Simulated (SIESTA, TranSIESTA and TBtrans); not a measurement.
Run with TranSIESTA and TBtrans (open boundaries, self-consistent; PseudoDojo norm-conserving potentials, scalar-relativistic): Spin polarized, PAO.BasisSize DZP, PAO.EnergyShift 0.15 eV, XC.Authors PBE, Mesh.Cutoff 200 Ry, ElectronicTemperature 300 K, TS.Voltage 0.0 eV, TBT.Elecs.Eta 0.001 eV.

Device: Ru chain with one Sn atom in place of Ru. Leads: straight Ru chain, spacing 2.25 Å. Geometry: 3 atoms about the centre moved by SIESTA (PBE, DZP) to a largest force of 0.03 eV/Å, all others as built, motion along the axis alone.

Q: Predict: conductance at 300 K (G0 = 2e²/h); thermopower (μV/K); mean T from −0.5 to 0.5 eV; spin polarisation of the conductance, (up − down)/(up + down).

A: conductance at 300 K (G0 = 2e²/h): 2.42; thermopower (μV/K): -2.2; mean T from −0.5 to 0.5 eV: 2.36; spin polarisation of the conductance, (up − down)/(up + down): -0.10. The magnetic order of the leads was set by the start, and no other order was tried; the separate lead runs end at 1.33 (left) and 1.33 (right) μB an atom. The straight chain is held at its spacing; free chains may zigzag or dimerise.
